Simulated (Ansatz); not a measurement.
**PBE against r2SCAN: SiC, pressure −1 GPa**

Consider SiC (space group P6_3mc, No. 186; a = 3.0941 Å, c = 10.1293 Å).

(Cell as relaxed with PBE.)

Levels (all Ansatz, an electronic-structure program, PAW): PBE (420 eV, no SOC); r2SCAN (500 eV, no SOC).

Each level relaxes its own structure.

| base | PBE | r2SCAN |
|---|---|---|
| volume per atom | 10.50 Å³ | 10.33 Å³ |
| lattice parameter a | 3.094 Å | 3.078 Å |
| band gap | 2.22 eV | 2.60 eV |

One thing is altered: a negative pressure, −1 GPa.

```csv
quantity,PBE,r2SCAN
"valence-band top at Γ (three highest levels, from the VBM)","0.00, 0.00, -0.05 eV",(withheld)
smallest direct gap,3.34 eV,(withheld)
lattice parameter a,3.099 Å,(withheld)
```

Q: Given the PBE results, estimate those of r2SCAN.

A: 
- valence-band top at Γ (three highest levels, from the VBM), r2SCAN: 0.00, 0.00, -0.05 eV
- smallest direct gap, r2SCAN: 3.77 eV
- lattice parameter a, r2SCAN: 3.082 Å

PBE's smallest direct gap lies 0.43 eV below r2SCAN's; PBE's lattice parameter a lies 0.017 Å above r2SCAN's (0.5 %); the two agree on the valence-band top at Γ. Neither level is exact; r2SCAN is the comparison here, not a measurement.

Load acts through the strain it causes; cell and atoms are relaxed under it. Whether these cells are dynamically stable was not tested.
